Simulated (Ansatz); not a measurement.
Start from Hf in the hcp (Mg type) structure (space group P6_3/mmc, No. 194; a = 3.1174 Å, c = 4.9501 Å; relaxed with 0.1 eV smearing). Axes: x lies along a and z along c of the hexagonal cell.

All numbers come from plane-wave PAW DFT at the LDA level (Ansatz, a program for electronic structure, 420 eV), no spin-orbit coupling.

Strains are applied to the cell and any free atomic positions relax.

One change was made to it. Results:

```tsv
quantity	base	after
pressure (mean of the normal stresses, compression positive)	0.0 GPa	-3.3 GPa
energy relative to the base (free energy F)	0 meV/atom	+10 meV/atom
band gap	zero	zero
```

**Question.** What was done to the base?
A. uniaxial strain ε_xx = +3.00 %
B. uniaxial strain ε_xx = +2.00 %
C. uniaxial strain ε_xx = −2.50 %
D. uniaxial strain ε_xx = −3.00 %
E. uniaxial strain ε_xx = +0.50 %

**Answer.** A, uniaxial strain ε_xx = +3.00 %. For comparison, the energy relative to the base in the other runs: uniaxial strain ε_xx = −3.00 % gives +12 meV/atom; uniaxial strain ε_xx = −2.50 % gives +8.0 meV/atom; uniaxial strain ε_xx = +0.50 % gives +0.3 meV/atom; uniaxial strain ε_xx = +2.00 % gives +4.6 meV/atom.

No phonon test of stability was made. All final runs are without spin polarisation.
